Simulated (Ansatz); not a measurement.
The starting structures come from a database of crystals and need not be the phases stable at ambient conditions.

 Where the default PAW files enter, the runs use the earlier of Ansatz's two default sets.

By PBEsol, the system below comes out a metal.

Input:

```
CELL_PARAMETERS angstrom
      3.16114     0.00000     0.00000
      0.00000     4.47053     0.00000
      1.58057     2.23527     1.58057
ATOMIC_POSITIONS crystal
  Hf 0.00000 0.00000 0.00000
```

Space group of this cell: Fm-3m, fcc (Cu type). The cell is taken as given; by PBEsol its mean pressure is -3.6 GPa.

The numbers are results of PBEsol (plane waves, PAW; Ansatz, a quantum-chemistry and plane-wave program), not measurements.

The current runs along the normal of the first two printed vectors; no spin-orbit coupling. Scaled by the factor s: all lengths (ions clamped). The meshes follow the cell: 36×36×36 and 30×22 across at s = 0.98, 36×36×36 and 30×22 across at s = 1.00, 36×36×36 and 28×20 across at s = 1.02.

| s | mean pressure (GPa) | ballistic conductance per area (both spins) (× 10¹⁵ S/m²) |
|---|---|---|
| 0.98 | 2.9 | 1.31 |
| 1.00 | -3.6 | 1.22 |
| 1.02 | -8.7 | ? |

Task: Take the slope of the ballistic conductance per area (both spins) against ln s from the two given rows, extrapolate to s = 1.02, and say what the run there gives.

Result: Slope = (1.31 − 1.22) / ln 0.98 = -4.45 × 10¹⁵ S/m². The line gives 1.22 + (-4.45) × ln 1.02 = 1.13 × 10¹⁵ S/m². The run gives 1.13 × 10¹⁵ S/m², as the line does.
